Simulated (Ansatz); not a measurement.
Start from ZnSiP$_{2}$ in the chalcopyrite structure (space group I-42d, No. 122; a = 5.353 Å, c = 10.445 Å).

Method: plane-wave PAW DFT at the PBEsol level (Ansatz, a quantum-chemistry and plane-wave program, 420 eV), no spin-orbit coupling.

Base values:

* **Band gap**: 1.16 eV
* **Volume per atom**: 18.71 Å³

Now apply this change: hydrostatic tension (pressure −1 GPa).

Problem. What happens to the band gap?

Solution. The band gap grows by 0.024 eV to 1.19 eV.

Problem. What happens to the volume per atom?

Solution. The volume per atom goes up by 0.206 Å³ to 18.91 Å³.

Load acts through the strain it causes; cell and atoms are relaxed under it. Stability against distortions was not tested.
